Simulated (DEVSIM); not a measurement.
Structure: abrupt Si n-p junction, at 250 K.

| layer (left to right) | material | thickness (μm) | Nd (cm⁻³) | Na (cm⁻³) | τn (s) | τp (s) |
|---|---|---|---|---|---|---|
| 1 | Si | 3.20 | 7.7e16 | - | 4.6e-5 | 4.6e-5 |
| 2 | Si | 5.80 | - | 1.5e14 | 4.6e-5 | 4.6e-5 |

Left contact: ohmic. Right contact: ohmic. Voltage is applied to the left contact. Recombination: SRH at mid-gap, radiative. Mobility is μmin + (μ − μmin)/(1 + (N/Nref)^α).

The device is made up for the run: typed textbook-type constants, with dimensions and the other settings drawn at random. Values at 300 K; Nc and Nv go as T^1.5, mobilities as T to minus their exponent, the gap by Varshni's rule with the affinity fixed.

```tsv
parameter	Si
gap (eV)	1.124
affinity (eV)	4.05
permittivity	11.7
Nc (cm⁻³)	2.86e19
Nv (cm⁻³)	3.1e19
μn (cm²/Vs)	1417
μp (cm²/Vs)	470
μn,min	52
μp,min	45
Nref,n	9.7e16
Nref,p	2.2e17
αn	0.68
αp	0.72
T exponent of μn	2.3
T exponent of μp	2.2
B (cm³/s)	4.7e-15
Varshni α (eV/K)	0.000473
Varshni β (K)	636
```

DEVSIM, 1D drift-diffusion, Boltzmann statistics, complete ionisation; no tunnelling, impact ionisation, image-force lowering or self-heating.

**Question.** Give the dark reverse current.

**Answer.** 
```csv
V (V),J (A/cm²)
0.20,8.7e-12
0.50,1.7e-11
1.00,2.7e-11
1.50,3.6e-11
2.00,4.4e-11
3.00,6.2e-11
4.00,8.8e-11
5.00,1.2e-10
6.50,1.6e-10
8.00,2.0e-10
10.00,2.5e-10
```
